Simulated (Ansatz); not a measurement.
Structure of amorphous B32N32H10 (periodic cell):

```yaml
crystal:
  lattice:
    - [8.91782, 0.00000, 0.00000]
    - [0.00000, 8.91782, 0.00000]
    - [0.00000, 0.00000, 8.91782]
  atoms:
    - { symbol: B, position: [0.40599, 0.93147, 0.50482] }
    - { symbol: B, position: [0.56861, 0.31351, 0.00550] }
    - { symbol: B, position: [0.07333, 0.23967, 0.77209] }
    - { symbol: B, position: [0.48668, 0.28255, 0.25479] }
    - { symbol: B, position: [0.64854, 0.79650, 0.00299] }
    - { symbol: B, position: [0.30432, 0.06188, 0.65027] }
    - { symbol: B, position: [0.45861, 0.82368, 0.19448] }
    - { symbol: B, position: [0.97228, 0.56002, 0.11082] }
    - { symbol: B, position: [0.20497, 0.22374, 0.27572] }
    - { symbol: B, position: [0.19549, 0.51793, 0.86238] }
    - { symbol: B, position: [0.45561, 0.60696, 0.95835] }
    - { symbol: B, position: [0.49001, 0.42044, 0.77372] }
    - { symbol: B, position: [0.40915, 0.09275, 0.10151] }
    - { symbol: B, position: [0.01836, 0.63989, 0.29517] }
    - { symbol: B, position: [0.97057, 0.38415, 0.98791] }
    - { symbol: B, position: [0.66981, 0.07195, 0.96048] }
    - { symbol: B, position: [0.72600, 0.87725, 0.28001] }
    - { symbol: B, position: [0.50337, 0.24405, 0.52692] }
    - { symbol: B, position: [0.23148, 0.64852, 0.13394] }
    - { symbol: B, position: [0.46897, 0.52512, 0.20244] }
    - { symbol: B, position: [0.47358, 0.54551, 0.51939] }
    - { symbol: B, position: [0.12393, 0.19021, 0.52427] }
    - { symbol: B, position: [0.31688, 0.66554, 0.38782] }
    - { symbol: B, position: [0.00270, 0.26237, 0.11303] }
    - { symbol: B, position: [0.25189, 0.74103, 0.66157] }
    - { symbol: B, position: [0.07722, 0.72621, 0.89800] }
    - { symbol: B, position: [0.84701, 0.78303, 0.50850] }
    - { symbol: B, position: [0.96547, 0.07084, 0.32263] }
    - { symbol: B, position: [0.71116, 0.51793, 0.93237] }
    - { symbol: B, position: [0.56630, 0.72081, 0.45825] }
    - { symbol: B, position: [0.92932, 0.03929, 0.62013] }
    - { symbol: B, position: [0.84788, 0.88101, 0.80654] }
    - { symbol: N, position: [0.62324, 0.84070, 0.15613] }
    - { symbol: N, position: [0.61296, 0.65323, 0.93745] }
    - { symbol: N, position: [0.43750, 0.09204, 0.55595] }
    - { symbol: N, position: [0.19175, 0.29084, 0.42149] }
    - { symbol: N, position: [0.86814, 0.88997, 0.64326] }
    - { symbol: N, position: [0.95454, 0.83099, 0.91379] }
    - { symbol: N, position: [0.34718, 0.20449, 0.20621] }
    - { symbol: N, position: [0.93367, 0.15369, 0.74394] }
    - { symbol: N, position: [0.43004, 0.53828, 0.35310] }
    - { symbol: N, position: [0.18180, 0.66430, 0.28313] }
    - { symbol: N, position: [0.37454, 0.50574, 0.86167] }
    - { symbol: N, position: [0.15801, 0.67691, 0.77273] }
    - { symbol: N, position: [0.48862, 0.38928, 0.61090] }
    - { symbol: N, position: [0.53641, 0.14605, 0.00781] }
    - { symbol: N, position: [0.42983, 0.81067, 0.38024] }
    - { symbol: N, position: [0.30322, 0.62346, 0.55466] }
    - { symbol: N, position: [0.00154, 0.08827, 0.47957] }
    - { symbol: N, position: [0.84716, 0.98285, 0.25269] }
    - { symbol: N, position: [0.53853, 0.39203, 0.14234] }
    - { symbol: N, position: [0.70540, 0.79484, 0.42206] }
    - { symbol: N, position: [0.96399, 0.69354, 0.44733] }
    - { symbol: N, position: [0.19317, 0.17425, 0.67684] }
    - { symbol: N, position: [0.05983, 0.16177, 0.21713] }
    - { symbol: N, position: [0.69031, 0.91861, 0.88269] }
    - { symbol: N, position: [0.39723, 0.65311, 0.10929] }
    - { symbol: N, position: [0.12201, 0.61672, 0.01769] }
    - { symbol: N, position: [0.30788, 0.89188, 0.63276] }
    - { symbol: N, position: [0.57803, 0.25801, 0.38214] }
    - { symbol: N, position: [0.36197, 0.93987, 0.11926] }
    - { symbol: N, position: [0.62705, 0.38338, 0.86919] }
    - { symbol: N, position: [0.85459, 0.50720, 0.00188] }
    - { symbol: N, position: [0.08826, 0.37806, 0.85877] }
    - { symbol: H, position: [0.78722, 0.13302, 0.98130] }
    - { symbol: H, position: [0.23324, 0.53316, 0.56578] }
    - { symbol: H, position: [0.83494, 0.20104, 0.77857] }
    - { symbol: H, position: [0.28577, 0.33984, 0.46401] }
    - { symbol: H, position: [0.60976, 0.90493, 0.80077] }
    - { symbol: H, position: [0.25779, 0.93994, 0.16726] }
    - { symbol: H, position: [0.66229, 0.33549, 0.38272] }
    - { symbol: H, position: [0.05456, 0.70049, 0.51724] }
    - { symbol: H, position: [0.83953, 0.02292, 0.14540] }
    - { symbol: H, position: [0.92301, 0.83891, 0.02402] }
```

Methods: PBE, scalar-relativistic without spin-orbit coupling (Ansatz, an electronic-structure program); r2SCAN, scalar-relativistic without spin-orbit coupling (Ansatz); HSE06, scalar-relativistic without spin-orbit coupling (Ansatz). Neutral PBE cell, which sets geometry, pressure and energy: sampling: a 2×2×2 Γ-centred mesh; Fermi-Dirac width 0.02 eV; no spin polarisation. The usual formal charges leave 10 electrons over, so the level spacing at the Fermi energy parts defect or band states and needn't be the band gap. Exact exchange is cut at the faces of this 9 Å cell, which leaves hybrid gaps a finite-size error.

Preparation: random packing, a CHGNet melt and quench, and a DFT relaxation. N atoms were pushed apart under 1.9 Å during the dynamics, to hinder bonds among them. The hot cell started wider than the set density and was brought back towards it in steps. It is the lowest in DFT energy of 2 quenches. It is a model cell: composition and starting density were chosen by hand, and all elements were melted together. No dispersion term was used. Its density started from a set value of 1.88 and ended at 1.88 g/cm³. The quench (nominally 730 K/ps over its main leg) was far faster than any real one, so the model tends to hold more defects than a real film. A cell of this size samples the disorder only roughly. The volume was held where the preparation left it.

Problem. Give the pressure, the energy against reference phases and the spacing of the highest filled and lowest empty levels.

Solution. 
```yaml
Pressure on a 2×2×2 Γ-centred mesh: -3.24 GPa
Largest force and stress component on that mesh (the relaxation ran on the zone centre alone): 0.14 eV/Å and 6.4 GPa
Energy relative to bulk hexagonal BN (AA') + H2 gas (lowest mix at this level among the phases computed, not always the ambient ones): 0.497 eV/atom
Level spacing at the Fermi energy on a 2×2×2 Γ-centred mesh (PBE): 1.44 eV
Level spacing at the Fermi energy at the zone centre (PBE): 1.47 eV
Level spacing at the Fermi energy at the zone centre (r2SCAN): 1.77 eV
Level spacing at the Fermi energy at the zone centre (HSE06): 2.37 eV
Distance between the nearest levels spread over more than a fifth of the atoms or a third of the atoms of their main element (six at least) (PBE, zone centre): 2.77 eV
```

Problem. At PBE and the zone centre, how localised are the states just below and above the Fermi level (participation number: the atoms over which a state spreads)?

Solution. The highest filled state is spread over 8.6 atoms' worth, largest on B8, with weights by element (charge in smoothed Voronoi cells) B 0.71, N 0.23, H 0.06. The lowest empty state is spread over 8.7 atoms' worth, largest on B16, with weights by element (charge in smoothed Voronoi cells) B 0.63, N 0.21, H 0.16.

At PBE the levels at both edges of the gap are localised (band-tail or defect states), and the nearest spread-out levels lie 2.8 eV apart at the zone centre.

Cut-offs for bonds: B-B 1.97 Å, B-N 1.92 Å, B-H 1.38 Å, N-N 1.70 Å, N-H 1.26 Å, H-H 0.90 Å. Two cations that share two anions don't count as bonded, nor two that share one unless they lie closer than B-B 1.80 Å.

Added carriers, by PBE, scalar-relativistic without spin-orbit coupling run with Ansatz on the zone centre alone. Charged cells keep the cell fixed and stand in a uniform background, with no image correction, at a width of 0.01 eV; where the count is odd the moment is locked at 1 μB, unless the neutral cell bore moments. Each starts from the undistorted neutral geometry alone. PBE's self-interaction favours spread-out carriers, so it can miss traps that a hybrid finds.

Problem. What happens at PBE when the cell takes an extra electron and the atoms relax?

Solution. Relaxation lowers the charged cell by 0.20 eV. The largest moves are H67 0.26 Å, H73 0.14 Å, B16 0.13 Å, H68 0.12 Å. The level that holds the added charge spreads over 9.7 atoms' worth, most on B16 (weight 0.29): a partly localised carrier. No bond crosses its cut-off with a change of over 0.15 Å. Made neutral again at that geometry, the cell lies +0.27 eV from the neutral start.

Problem. What happens at PBE when the cell takes a hole and the atoms relax?

Solution. Relaxation lowers the charged cell by 0.73 eV. The largest moves are N58 0.49 Å, B7 0.44 Å, N57 0.43 Å, B8 0.39 Å. The level that was emptied spreads over 9.7 atoms' worth, most on B24 (weight 0.22): a partly localised carrier. Bonds broken: B7-N57, B10-N58. Made neutral again at that geometry, the cell lies +0.28 eV from the neutral start.

A PBE run started with 1 μB on atoms that lack a bond or may hold spare charge lost its moments; other starts weren't tried.
